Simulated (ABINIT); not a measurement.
Input and output of a self-consistent single point for KLi2H3O3 (P2_1/m, 18 atoms in the cell) (ABINIT).

Method of the run: LDA (PW92), PAW (JTH v2.0 LDA PAW) (plane waves; ABINIT).

```yaml
crystal:
  lattice:
    - [5.87553, 0.00000, 0.00000]
    - [0.00000, 5.24826, 0.00000]
    - [-1.46073, 0.00000, 6.25653]
  atoms:
    - { symbol: K, position: [0.15632, 0.75000, 0.25558] }
    - { symbol: K, position: [0.84368, 0.25000, 0.74442] }
    - { symbol: Li, position: [0.65349, 0.00478, 0.17733] }
    - { symbol: Li, position: [0.34651, 0.99522, 0.82267] }
    - { symbol: Li, position: [0.34651, 0.50478, 0.82267] }
    - { symbol: Li, position: [0.65349, 0.49522, 0.17733] }
    - { symbol: H, position: [0.77013, 0.75000, 0.88644] }
    - { symbol: H, position: [0.22987, 0.25000, 0.11356] }
    - { symbol: H, position: [0.98102, 0.75000, 0.66238] }
    - { symbol: H, position: [0.01898, 0.25000, 0.33762] }
    - { symbol: H, position: [0.62073, 0.75000, 0.53438] }
    - { symbol: H, position: [0.37927, 0.25000, 0.46562] }
    - { symbol: O, position: [0.61519, 0.75000, 0.92612] }
    - { symbol: O, position: [0.38481, 0.25000, 0.07388] }
    - { symbol: O, position: [0.08329, 0.75000, 0.80876] }
    - { symbol: O, position: [0.91671, 0.25000, 0.19124] }
    - { symbol: O, position: [0.68110, 0.75000, 0.40356] }
    - { symbol: O, position: [0.31890, 0.25000, 0.59644] }
```

Reference input (self-consistent single point, DFT, LDA (PW92), plane waves, PAW (JTH v2.0 LDA PAW)): pseudos = [K.LDA_PW-JTH.xml, Li.LDA_PW-JTH.xml, H.LDA_PW-JTH.xml, O.LDA_PW-JTH.xml]; ecut = 30 Ha; pawecutdg = 60 Ha; ixc = 7; occopt = 1; ngkpt = 3 3 3; nshiftk = 1; shiftk = 0 0 0; potentials = JTH v2.0 LDA PAW; nband = 40; kptopt = 1; nstep = 80. This run's input differs from it in these lines:

```diff
@@ -32,4 +32,4 @@
       Angstrom
-ecut 30
-pawecutdg 60
+ecut 15
+pawecutdg 30
 pawovlp -1
```

Output (repeated stretches shortened):

```
--- !BeginCycle
solver: {iscf: 17, nstep: 80, nline: 4, wfoptalg: 10, }
tolerances: {tolvrs: 1.00E-10, }
...

     iter   Etot(hartree)      deltaE(h)  residm     nres2
 ETOT  1  -187.24756526266    -1.872E+02 1.466E+00 8.105E+01
 ETOT  2  -187.77813802890    -5.306E-01 1.167E-02 7.760E+01
 ETOT  3  -187.56521340648     2.129E-01 5.086E-03 5.660E+00
 ETOT  4  -187.55178999422     1.342E-02 2.706E-03 1.410E+00
 ETOT  5  -187.54694488035     4.845E-03 8.935E-04 4.259E-02
 ETOT  6  -187.54680935169     1.355E-04 5.933E-04 7.901E-03
 ETOT  7  -187.54674914946     6.020E-05 5.838E-04 2.112E-03
 ETOT  8  -187.54674009669     9.053E-06 3.928E-04 4.801E-04
 ETOT  9  -187.54673799238     2.104E-06 4.823E-04 1.032E-04
 ETOT 10  -187.54673774815     2.442E-07 2.826E-04 1.384E-05
 ETOT 11  -187.54673768721     6.094E-08 2.979E-04 4.750E-06
 ETOT 12  -187.54673767714     1.007E-08 1.619E-04 4.082E-07
 ETOT 13  -187.54673767668     4.564E-10 1.557E-04 5.095E-08
 ETOT 14  -187.54673767676    -7.753E-11 8.301E-05 4.108E-08
 ETOT 15  -187.54673767663     1.331E-10 7.491E-05 1.936E-09
 ETOT 16  -187.54673767663    -1.791E-12 5.202E-05 1.560E-09
 ETOT 17  -187.54673767662     3.524E-12 3.484E-05 2.137E-10
 ETOT 18  -187.54673767662     1.137E-13 3.184E-05 4.166E-11
 At SCF step   18       nres2   =  4.17E-11 < tolvrs=  1.00E-10 =>converged.

 Cartesian components of stress tensor (hartree/bohr^3)
  sigma(1 1)=  4.93188874E-04  sigma(3 2)=  0.00000000E+00
  sigma(2 2)=  4.77730227E-04  sigma(3 1)=  8.69932996E-06
  sigma(3 3)=  4.91384670E-04  sigma(2 1)=  0.00000000E+00

 ----iterations are completed or convergence reached----

 reduced coordinates (array xred) for   18 atoms
       0.156319999986      0.750000000000      0.255579999988
       0.843679999988      0.250000000000      0.744419999979
       0.653489999993      0.004780000004      0.177329999991
   [... 15 lines left out ...]
 cartesian forces (eV/Angstrom) at end:
    1     -0.05125302776111    -0.00000000000000    -0.12167707592425
    2      0.05125302776111     0.00000000000000     0.12167707592425
   [... lines left out ...]
 Fermi (or HOMO) energy (hartree) =  -0.02497   Average Vxc (hartree)=  -0.32930
   [... lines left out ...]
local_psp           : -1.69141678504100E+02
total_energy        : -1.87546737304341E+02
total_energy_eV     : -5.10340626047901E+03
...

-Cartesian components of stress tensor (GPa)         [Pressure= -1.4341E+01 GPa]
- sigma(1 1)=  1.45101152E+01  sigma(3 2)=  0.00000000E+00
- sigma(2 2)=  1.40553062E+01  sigma(3 1)=  2.55943081E-01
- sigma(3 3)=  1.44570337E+01  sigma(2 1)=  0.00000000E+00

 Calculation completed.
```

The run converged in 18 iterations. 

The starting cell comes from a database of computed structures (which also holds hypothetical and non-ambient phases and stackings), without a prior relaxation at this level. Its lattice was rescaled by a random factor within 2.5 % of one. At the lowered cutoff the pressure carries the error of an incomplete plane-wave basis.

These are the values that this program gave, and no reference: the one-centre exchange-correlation terms come from a truncated expansion.

Cost on one core of a shared machine: roughly 3 min.
